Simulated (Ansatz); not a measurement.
# What isotropic strain +2.50 % does to Ir

The parent structure is Ir in the fcc (Cu type) structure (space group Fm-3m, No. 225; a = 3.812 Å; relaxed with 0.1 eV smearing).

The change: every lattice vector is stretched by 2.50 %; the atoms relax in the strained cell.

Level of theory: DFT with LDA, PAW potentials and a 420 eV plane-wave cutoff in Ansatz (a first-principles code), no SOC. k-mesh 30×30×30 (Γ-centred); smearing 0.1 eV (Fermi–Dirac).

```json
[
 {"quantity": "space group", "base": "Fm-3m (No. 225)", "changed": "Fm-3m (No. 225)", "shift": "–"},
 {"quantity": "shortest interatomic distance", "base": "2.695 Å", "changed": "2.763 Å", "shift": "+0.0674 Å"},
 {"quantity": "energy relative to the base (free energy F)", "base": "0 meV/atom", "changed": "+89 meV/atom", "shift": "+89 meV/atom"},
 {"quantity": "band gap", "base": "zero", "changed": "zero", "shift": "–"}
]
```

Cost of the whole job for the changed cell (relaxation, final SCF and bands): roughly 13 core-seconds.

No phonon test of stability was made. All final runs are without spin polarisation.
